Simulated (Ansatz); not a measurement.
Rh: response to strain

Base system: Rh in the fcc (Cu type) structure (space group Fm-3m, No. 225; a = 3.7816 Å; relaxed with 0.1 eV smearing). Axes: x, y, z lie along the cube axes.

Strains are applied to the cell and any free atomic positions relax; under stress the whole cell relaxes.

All numbers come from Ansatz (a program for electronic structure) PBEsol, without spin-orbit coupling.

Notes on the quantities. energy relative to the base: free energy F.

```csv
change,energy relative to the base,volume per atom,space group
base,0 meV/atom,13.52 Å³,Fm-3m (No. 225)
isotropic strain −2.08 %,+53 meV/atom,12.69 Å³,Fm-3m (No. 225)
uniaxial strain ε_zz = +2.20 %,…,13.82 Å³,I4/mmm (No. 139)
"uniaxial stress, 0.5 GPa compression along z",0.0 meV/atom,13.51 Å³,I4/mmm (No. 139)
```

Question: What belongs in the blanks?

Answer: 
- uniaxial strain ε_zz = +2.20 %, energy relative to the base: +9.1 meV/atom

Stability under load was not tested beyond the relaxation. The final runs are not spin-polarised. Rh lies near a magnetic instability that expansion can trigger; it was not tested.
